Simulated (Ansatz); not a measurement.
Seebeck coefficient (μV/K, mean over directions) of n-type monolayer PtS₂ against carrier density, PBE, rigid bands in Ansatz (an electronic-structure program). Computed gap 1.76 eV; densities at which minority carriers matter at this gap, or further valleys turn the trend, are left out. Conductivity mass 0.42 mₑ (harmonic mean over directions), N_c = 3.0e13 cm⁻² at 300 K.

| electron density | 300 K | 500 K |
|---|---|---|
| 1.9e9 cm⁻² | -1003 | -1056 |
| 1.9e10 cm⁻² | ? | ? |
| 1.9e11 cm⁻² | -606 | -660 |
| 5.6e11 cm⁻² | -512 | -565 |
| 1.9e12 cm⁻² | -408 | ? |
| 5.6e12 cm⁻² | -314 | -367 |
| 1.9e13 cm⁻² | -211 | -265 |
| 5.6e13 cm⁻² | -122 | -175 |
| 1.9e14 cm⁻² | -62 | -96 |

Question: What belongs in the gaps?

Answer: 
- 1.9e10 cm⁻², 300 K: -805
- 1.9e10 cm⁻², 500 K: -858
- 1.9e12 cm⁻², 500 K: -461

Rigid bands with a gap fixed in temperature, one relaxation time for all states, no polarons or phonon drag, and whether or not such doping can be reached. Spin-orbit coupling is left out.

Model free-standing layer, not matched to a measured one here: monolayer PtS2.
